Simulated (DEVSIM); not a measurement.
System: Pd/SiON/n-Ge capacitor, at 300 K.

```
layer (left to right)  material  thickness (nm)  Nd (cm⁻³)
---------------------  --------  --------------  ---------
1                          SiON            8.30          -
2                            Ge            6300       9e15
```

Metal gate on the left, work function 5.2 eV. Fixed charge at the semiconductor interface 0 cm⁻² (in units of +e); interface traps 1e12 cm⁻² eV⁻¹, uniform in energy, neutral level at 0.3 of the gap above the valence band.

This is a model device: material constants are rounded textbook-type values typed into the input, and sizes, dopings and lifetimes were drawn at random. Values at 300 K.

| parameter | SiON | Ge |
|---|---|---|
| gap (eV) | 7 | 0.664 |
| affinity (eV) | 1.4 | 4 |
| permittivity | 5.5 | 16 |
| Nc (cm⁻³) | - | 1.04e19 |
| Nv (cm⁻³) | - | 6e18 |

Model (solved in DEVSIM): 1D Poisson equation in equilibrium, Boltzmann statistics, complete ionisation; no quantum confinement or tunnelling. Metal contacts follow the ideal Schottky-Mott rule: no Fermi-level pinning, no interface dipoles.

Problem. Tabulate band edges, carrier densities and field at 0.75 V on the gate.

Solution. Energies count from the Fermi level of the right contact; mesh points crowd at the junctions.

```
x (μm)    Ec (eV)  Ev (eV)  n (cm⁻³)  p (cm⁻³)  field (V/cm)
--------  -------  -------  --------  --------  ------------
0.000       3.050   -3.950     < 1e2     < 1e2        -43000
0.001358    3.044   -3.956     < 1e2     < 1e2        -43000
0.003845    3.033   -3.967     < 1e2     < 1e2        -43000
0.006538    3.022   -3.978     < 1e2     < 1e2        -43000
0.008381    0.414   -0.250    1.2e12    3.8e14        -21000
0.01004     0.411   -0.253    1.3e12    3.3e14        -20000
0.01390     0.403   -0.261    1.8e12    2.5e14        -20000
0.02782     0.376   -0.288    5.0e12    8.8e13        -19000
0.05540     0.329   -0.335    3.1e13    1.4e13        -16000
0.1197      0.249   -0.415    6.9e14    6.4e11         -9300
0.2698      0.187   -0.477    7.4e15    5.9e10          -970
0.8109      0.182   -0.482    9.0e15    4.9e10           ≈ 0
1.883       0.182   -0.482    9.0e15    4.9e10           ≈ 0
3.987       0.182   -0.482    9.0e15    4.9e10           ≈ 0
5.576       0.182   -0.482    9.0e15    4.9e10           ≈ 0
5.995       0.182   -0.482    9.0e15    4.9e10           ≈ 0
6.175       0.182   -0.482    9.0e15    4.9e10           ≈ 0
6.252       0.182   -0.482    9.0e15    4.9e10           ≈ 0
6.291       0.182   -0.482    9.0e15    4.9e10           ≈ 0
6.301       0.182   -0.482    9.0e15    4.9e10           ≈ 0
6.306       0.182   -0.482    9.0e15    4.9e10           ≈ 0
6.308       0.182   -0.482    9.0e15    4.9e10           ≈ 0
```
